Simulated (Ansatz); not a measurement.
Electronic density of states of amorphous Si$_{24}$O$_{47}$, density 2.32 g/cm³, on a 2×2×2 Γ-centred mesh with a Gaussian width of 0.1 eV; energies count from the Fermi level, whose place inside the gap is arbitrary. Cell and mesh are small, so fine structure isn't converged. Computed with PBE, scalar-relativistic without spin-orbit coupling (plane waves to 420 eV, PAW; Ansatz, a program for electronic structure). Sampling: a 2×2×2 Γ-centred mesh; Fermi-Dirac width 0.02 eV; no spin polarisation. The usual formal charges leave 2 electrons over, so the level spacing at the Fermi energy parts defect or band states and needn't be the band gap. At PBE the levels at both edges of the gap are localised (band-tail or defect states), and the nearest spread-out levels lie 5.7 eV apart at the zone centre.

Preparation: random packing, a CHGNet melt and quench, and a DFT relaxation. O atoms were pushed apart under 1.9 Å during the dynamics, to hinder bonds among them. The hot cell started wider than the set density and was brought back towards it in steps. It is the lowest in DFT energy of 8 quenches. It is a model cell: composition and starting density were chosen by hand, and all elements were melted together. No dispersion term was used. A short ab initio anneal came between quench and relaxation. Its density started from a set value of 2.32 and ended at 2.32 g/cm³. Cooling (nominally 590 K/ps over its main leg) ran many orders faster than in experiment, which tends to leave more defects and strain. One small periodic cell is one sample of the glass; other quenches scatter about these values. The volume was held where the preparation left it and the shape relaxed, at a PBE pressure of 1.9 GPa. Stress components on the final sampling reach 2.2 GPa. Cycles of charging lowered its energy after that relaxation.

```
E - EF (eV)  states/(eV atom)
-----------  ----------------
-12.00                   0.17
-11.90                   0.13
-11.80                   0.11
-11.70                   0.14
-11.60                   0.19
-11.50                   0.23
-11.40                   0.23
-11.30                   0.20
-11.20                   0.22
-11.10                   0.22
-11.00                   0.23
-10.90                   0.23
-10.80                   0.23
-10.70                   0.21
-10.60                   0.20
-10.50                   0.21
-10.40                   0.17
-10.30                   0.12
-10.20                   0.16
-10.10                   0.23
-10.00                   0.22
-9.90                    0.18
-9.80                    0.17
-9.70                    0.20
-9.60                    0.16
-9.50                    0.14
-9.40                    0.16
-9.30                    0.29
-9.20                    0.35
-9.10                    0.47
-9.00                    0.57
-8.90                    0.59
-8.80                    0.59
-8.70                    0.56
-8.60                    0.55
-8.50                    0.58
-8.40                    0.59
-8.30                    0.56
-8.20                    0.52
-8.10                    0.48
-8.00                    0.33
-7.90                    0.18
-7.80                    0.13
-7.70                    0.06
-7.60                    0.17
-7.50                    0.24
-7.40                    0.12
-7.30                    0.09
-7.20                    0.19
-7.10                    0.26
-7.00                    0.32
-6.90                    0.41
-6.80                    0.41
-6.70                    0.43
-6.60                    0.44
-6.50                    0.48
-6.40                    0.63
-6.30                    0.70
-6.20                    0.69
-6.10                    0.70
-6.00                    0.74
-5.90                    0.71
-5.80                    0.70
-5.70                    0.68
-5.60                    0.73
-5.50                    0.81
-5.40                    0.84
-5.30                    0.91
-5.20                    0.96
-5.10                    0.94
-5.00                    0.94
-4.90                    0.95
-4.80                    0.90
-4.70                    0.81
-4.60                    0.73
-4.50                    0.78
-4.40                    0.86
-4.30                    0.86
-4.20                    0.92
-4.10                    0.85
-4.00                    0.80
-3.90                    0.82
-3.80                    0.78
-3.70                    0.60
-3.60                    0.38
-3.50                    0.14
-3.40                    0.02
-3.30                    0.00
-3.20                    0.00
-3.10                    0.00
-3.00                    0.00
-2.90                    0.00
-2.80                    0.00
-2.70                    0.00
-2.60                    0.00
-2.50                    0.00
-2.40                    0.00
-2.30                    0.00
-2.20                    0.00
-2.10                    0.00
-2.00                    0.00
-1.90                    0.05
-1.80                    0.14
-1.70                    0.08
-1.60                    0.01
-1.50                    0.00
-1.40                    0.00
-1.30                    0.00
-1.20                    0.00
-1.10                    0.00
-1.00                    0.00
-0.90                    0.00
-0.80                    0.00
-0.70                    0.00
-0.60                    0.00
-0.50                    0.00
-0.40                    0.00
-0.30                    0.00
-0.20                    0.00
-0.10                    0.00
0.00                     0.00
0.10                     0.00
0.20                     0.00
0.30                     0.00
0.40                     0.00
0.50                     0.00
0.60                     0.00
0.70                     0.00
0.80                     0.00
0.90                     0.00
1.00                     0.00
1.10                     0.00
1.20                     0.00
1.30                     0.00
1.40                     0.00
1.50                     0.00
1.60                     0.01
1.70                     0.07
1.80                     0.14
1.90                     0.07
2.00                     0.02
2.10                     0.02
2.20                     0.01
2.30                     0.00
2.40                     0.02
2.50                     0.05
2.60                     0.04
2.70                     0.03
2.80                     0.06
2.90                     0.08
3.00                     0.09
3.10                     0.10
3.20                     0.10
3.30                     0.07
3.40                     0.06
3.50                     0.08
3.60                     0.09
3.70                     0.11
3.80                     0.10
3.90                     0.11
4.00                     0.14
4.10                     0.17
4.20                     0.21
4.30                     0.27
4.40                     0.27
4.50                     0.24
4.60                     0.24
4.70                     0.28
4.80                     0.24
4.90                     0.27
5.00                     0.37
5.10                     0.42
5.20                     0.44
5.30                     0.46
5.40                     0.49
5.50                     0.52
5.60                     0.56
```

The level spacing at the Fermi energy on this mesh is 3.54 eV; the broadening fills part of it in the curve.
